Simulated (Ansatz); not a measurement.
## Cu under a change: tensor shear ε_xy = +0.29 %

Take Cu in the fcc (Cu type) structure (space group Fm-3m, No. 225; a = 3.577 Å; relaxed with 0.1 eV smearing) as the base. Axes: x, y, z lie along the cube axes.

One thing is altered: a pure shear with ε_xy = ε_yx = 0.0029; the atoms relax in the strained cell.

The values are results of r2SCAN (Ansatz, an electronic-structure program), scalar-relativistic without spin-orbit coupling, not measurements. Settings: 32×32×32 k-points, 0.1 eV Fermi–Dirac smearing.

```json
[
 {"quantity": "space group", "base": "Fm-3m (No. 225)", "changed": "Immm (No. 71)", "shift": "–"},
 {"quantity": "shortest interatomic distance", "base": "2.529 Å", "changed": "2.522 Å", "shift": "-0.007 Å"},
 {"quantity": "energy relative to the base (free energy F)", "base": "0 meV/atom", "changed": "+0.1 meV/atom", "shift": "+0.1 meV/atom"},
 {"quantity": "pressure (mean of the normal stresses, compression positive)", "base": "0.0 GPa", "changed": "0.0 GPa", "shift": "0.0 GPa"},
 {"quantity": "band gap", "base": "zero", "changed": "zero", "shift": "–"},
 {"quantity": "stress (xx, yy, zz, yz, xz, xy; compression positive)", "base": "–", "changed": "(0.0, 0.0, 0.0, 0.0, 0.0, -0.5) GPa", "shift": "–"}
]
```

Whether these cells are dynamically stable was not tested. All final runs are without spin polarisation.
